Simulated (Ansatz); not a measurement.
The starting structures come from a database of crystals and need not be the phases stable at ambient conditions.

Inside the gap of an insulator the Bloch states are evanescent, with a wavenumber k + iκ along the transport direction.

```
CELL_PARAMETERS angstrom
      7.68546     0.00000     0.00000
      3.84273     7.93146     0.00000
      3.84273    -0.62059     2.13004
ATOMIC_POSITIONS crystal
  Ba 0.00000 0.00000 0.00000
  Cd 0.96364 0.36969 0.36969
  Cd 0.03636 0.63031 0.63031
  P  0.60176 0.73157 0.73157
  P  0.39824 0.26843 0.26843
```

Space group of this cell: P-3m1. The cell is taken as given.

Transport runs along the normal of the first two printed cell vectors, the (111) plane of the conventional cell.

The gap is the functional's own. No spin-orbit coupling. Mid-gap values are interpolated on the energy grid.

**Question.** Estimate the band gap and the smallest decay constant κ at mid-gap that r2SCAN in Ansatz (an electronic-structure program) returns for this system.

**Answer.** Gap 1.09 eV on a 14×14×14 mesh; κ = 0.088 1/Å, at the zone centre.
